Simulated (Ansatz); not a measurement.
Take CsPbF₃ in the cubic perovskite structure (space group Pm-3m, No. 221; a = 4.814 Å) as the base.

Computed with PBEsol (Ansatz, a program for electronic structure, PAW, scalar-relativistic without spin-orbit coupling).

One change was made to it. Results:

```csv
quantity,base,after
band gap,2.62 eV,zero
shortest interatomic distance,2.407 Å,2.070 Å
```

Question: Which change produced these results?
(A) pressure 1.8 GPa
(B) pressure 60 GPa
(C) pressure −1 GPa
(D) pressure 30 GPa
(E) pressure 9 GPa

Answer: B, pressure 60 GPa. For comparison, the band gap in the other runs: pressure 30 GPa gives 0.67 eV; pressure 1.8 GPa gives 2.45 eV; pressure 9 GPa gives 1.86 eV; pressure −1 GPa gives 2.72 eV.

A case with no gap was solved on a k-mesh chosen for an insulator, which is coarse for it. Spin-orbit coupling, missing from the scalar runs, can matter with Pb. Load acts through the strain it causes; cell and atoms are relaxed under it. Whether these cells are dynamically stable was not tested. No other phases were tried under pressure. All final runs are without spin polarisation. Many cubic perovskites are stable only at high temperature; tilts and polar distortions were not tested. A zero or small gap of CsPbF3 under pressure 60 GPa can be the functional's error rather than a property of the material.
